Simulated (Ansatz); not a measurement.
Consider the following.

End structure of Br on the (100) surface of germanium (p(2x2) alternately buckled dimers; a constructed slab, bottom: dihydride, held), one in a cell of 66 Å², started at the site 'bridge Ge-Ge (span 4.1 Å)':

```yaml
crystal:
  lattice:
    - [8.14587, 0.00000, 0.00000]
    - [0.00000, 8.14587, 0.00000]
    - [0.00000, 0.00000, 30.50000]
  atoms:
    - { symbol: Ge, position: [0.25000, 0.00000, 0.34812] }
    - { symbol: Ge, position: [0.75000, 0.00000, 0.34812] }
    - { symbol: Ge, position: [0.25000, 0.50000, 0.34812] }
    - { symbol: Ge, position: [0.75000, 0.50000, 0.34812] }
    - { symbol: Ge, position: [0.25000, 0.25000, 0.39534] }
    - { symbol: Ge, position: [0.75000, 0.25000, 0.39534] }
    - { symbol: Ge, position: [0.25000, 0.75000, 0.39534] }
    - { symbol: Ge, position: [0.75000, 0.75000, 0.39534] }
    - { symbol: Ge, position: [0.99798, 0.25025, 0.44210] }
    - { symbol: Ge, position: [0.50202, 0.24975, 0.44210] }
    - { symbol: Ge, position: [0.99798, 0.74975, 0.44210] }
    - { symbol: Ge, position: [0.50202, 0.75025, 0.44210] }
    - { symbol: Ge, position: [0.99146, 0.00000, 0.48903] }
    - { symbol: Ge, position: [0.50156, 0.00000, 0.48925] }
    - { symbol: Ge, position: [0.99844, 0.50000, 0.48925] }
    - { symbol: Ge, position: [0.50854, 0.50000, 0.48903] }
    - { symbol: Ge, position: [0.24630, 0.00018, 0.53331] }
    - { symbol: Ge, position: [0.74586, 0.00014, 0.53924] }
    - { symbol: Ge, position: [0.25436, 0.49987, 0.53305] }
    - { symbol: Ge, position: [0.75340, 0.50006, 0.53866] }
    - { symbol: Ge, position: [0.24843, 0.24879, 0.57990] }
    - { symbol: Ge, position: [0.74583, 0.25146, 0.58786] }
    - { symbol: Ge, position: [0.24869, 0.75123, 0.57971] }
    - { symbol: Ge, position: [0.74588, 0.74879, 0.58779] }
    - { symbol: Ge, position: [0.00833, 0.25158, 0.63078] }
    - { symbol: Ge, position: [0.48724, 0.27573, 0.63270] }
    - { symbol: Ge, position: [0.00863, 0.74900, 0.63054] }
    - { symbol: Ge, position: [0.48717, 0.72463, 0.63258] }
    - { symbol: Ge, position: [0.08720, 0.00001, 0.67265] }
    - { symbol: Ge, position: [0.38544, 0.00020, 0.65362] }
    - { symbol: Ge, position: [0.10648, 0.50068, 0.67176] }
    - { symbol: Ge, position: [0.42295, 0.50031, 0.68993] }
    - { symbol: H, position: [0.39806, 0.00000, 0.31517] }
    - { symbol: H, position: [0.10194, 0.00000, 0.31517] }
    - { symbol: H, position: [0.89806, 0.00000, 0.31517] }
    - { symbol: H, position: [0.60194, 0.00000, 0.31517] }
    - { symbol: H, position: [0.39806, 0.50000, 0.31517] }
    - { symbol: H, position: [0.10194, 0.50000, 0.31517] }
    - { symbol: H, position: [0.89806, 0.50000, 0.31517] }
    - { symbol: H, position: [0.60194, 0.50000, 0.31517] }
    - { symbol: Br, position: [0.96635, 0.50300, 0.74058] }
```

Set-up: 41 atoms, 11.3 Å thick at the start with caps and adatoms under the adsorbate (thin: gaps and levels are the slab's own); mesh 3x3x1; 0.01 eV smearing; dipole correction on; 24 atoms held, the rest relaxed; no symmetry held; spin-polarised, ending with about 0.9 μB a cell, a value that depends on the mesh; orders that need a larger cell were not tried, no spin-orbit, no U, no dispersion correction. Its gap by band count is narrow, 0.04 eV on this mesh, and the smearing reaches across it. At the end it is bonded to Ge. In PBE this state lies 0.03 eV over the lowest of the starts that converged ('hollow Ge-Ge-Ge-Ge over Ge at depth 3.2 Å').

A negative adsorption energy means that the adsorbate is more stable on the surface than in its reference.

**Question.** What is the computed adsorption energy against ½ Br2(g) (PBE in Ansatz, a quantum-chemistry and plane-wave program)?

**Answer.** -1.50 eV

**Question.** Estimate the change of the step from the bottom to the top vacuum level, against the clean slab that PBE returns for this input.

**Answer.** 0.79 eV
